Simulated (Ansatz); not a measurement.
# Evanescent states of LiF (Fm-3m, rock salt, 2 atoms a cell, 8.5 Å³ an atom, -5 GPa at this level) along the normal of (110)

All values below come from r2SCAN (plane waves, PAW; Ansatz, an electronic-structure program).

No gap correction and no spin-orbit coupling; mid-gap is the computed energy nearest the middle.

Energies count from the valence-band top; κ is the least over a 10×8 mesh across the current.

```json
[
 {"E (eV)": "0.21", "κ (1/Å)": "0.234", "where": "Γ"},
 {"E (eV)": "0.65", "κ (1/Å)": "0.384", "where": "Γ"},
 {"E (eV)": "1.07", "κ (1/Å)": "0.472", "where": "Γ"},
 {"E (eV)": "1.50", "κ (1/Å)": "0.529", "where": "off Γ"},
 {"E (eV)": "1.94", "κ (1/Å)": "0.568", "where": "off Γ"},
 {"E (eV)": "2.37", "κ (1/Å)": "0.598", "where": "off Γ"},
 {"E (eV)": "2.79", "κ (1/Å)": "0.621", "where": "off Γ"},
 {"E (eV)": "3.23", "κ (1/Å)": "0.639", "where": "off Γ"},
 {"E (eV)": "3.65", "κ (1/Å)": "0.652", "where": "off Γ"},
 {"E (eV)": "4.08", "κ (1/Å)": "0.661", "where": "off Γ"},
 {"E (eV)": "4.51", "κ (1/Å)": "0.667", "where": "off Γ"},
 {"E (eV)": "4.95", "κ (1/Å)": "0.670", "where": "off Γ"},
 {"E (eV)": "5.38", "κ (1/Å)": "0.669", "where": "off Γ"},
 {"E (eV)": "5.80", "κ (1/Å)": "0.666", "where": "off Γ"},
 {"E (eV)": "6.24", "κ (1/Å)": "0.656", "where": "Γ"},
 {"E (eV)": "6.67", "κ (1/Å)": "0.636", "where": "Γ"},
 {"E (eV)": "7.09", "κ (1/Å)": "0.611", "where": "Γ"},
 {"E (eV)": "7.53", "κ (1/Å)": "0.578", "where": "Γ"},
 {"E (eV)": "7.96", "κ (1/Å)": "0.536", "where": "Γ"},
 {"E (eV)": "8.38", "κ (1/Å)": "0.481", "where": "Γ"},
 {"E (eV)": "8.81", "κ (1/Å)": "0.408", "where": "Γ"},
 {"E (eV)": "9.24", "κ (1/Å)": "0.301", "where": "Γ"},
 {"E (eV)": "9.68", "κ (1/Å)": "0.051", "where": "Γ"}
]
```

How thick must the barrier be to attenuate the transmission by 10^4 when the electrodes' Fermi level lies at 2.79 eV, and what attenuation does that film give at 6.67 eV?

d = 4 ln 10 / (2 × 0.621) = 7.4 Å. At 6.67 eV it gives 4 × 0.636/0.621 = 4.1 decades.
